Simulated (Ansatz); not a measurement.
The starting structures come from a database of crystals and need not be the phases stable at ambient conditions.

 Where the default PAW files enter, the runs use the earlier of Ansatz's two default sets.

Inside the gap of an insulator the Bloch states are evanescent, with a wavenumber k + iκ along the transport direction.

Consider the following.

```yaml
crystal:
  lattice:
    - [6.20931, 0.00000, 0.00000]
    - [0.00000, 6.20931, 0.00000]
    - [3.10466, -3.10466, 6.24766]
  atoms:
    - { symbol: Zn, position: [0.00000, 0.00000, 0.00000] }
    - { symbol: In, position: [0.50000, 0.50000, 0.00000] }
    - { symbol: In, position: [0.75000, 0.75000, 0.50000] }
    - { symbol: Te, position: [0.60743, 0.91402, 0.26182] }
    - { symbol: Te, position: [0.91402, 0.13075, 0.73818] }
    - { symbol: Te, position: [0.13075, 0.34780, 0.26182] }
    - { symbol: Te, position: [0.34780, 0.60743, 0.73818] }
```

Space group of this cell: I-4. The cell is taken as given; by PBEsol its mean pressure is -1.0 GPa.

Transport runs along the normal of the first two printed cell vectors, the (001) plane of the conventional cell.

No gap correction and no spin-orbit coupling; mid-gap values are interpolated between computed energies.

### Question
State the band gap and the smallest decay constant κ at mid-gap according to Ansatz (a quantum-chemistry and plane-wave program) with PBEsol.

### Answer
Gap 0.85 eV on a 6×6×6 mesh; κ = 0.078 1/Å, at the zone centre.
